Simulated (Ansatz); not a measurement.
The reference is TeO$_{2}$ in the fluorite structure (space group Fm-3m, No. 225; a = 5.335 Å; a hypothetical phase, not in the database extracts checked).

Calculations: Ansatz (a first-principles code) r2SCAN, scalar-relativistic without spin-orbit coupling.

Base values:

| Quantity | Result |
|---|---|
| Band gap | 1.00 eV |

Perturbation: a hydrostatic pressure of 18 GPa.

Estimate the effect on the band gap.

The band gap drops by 0.07 eV (1.00 eV → 0.93 eV).

Spin-orbit coupling, missing from the scalar runs, can matter with Te. Load acts through the strain it causes; cell and atoms are relaxed under it. Whether these cells are dynamically stable was not tested. Competing high-pressure phases were not computed.
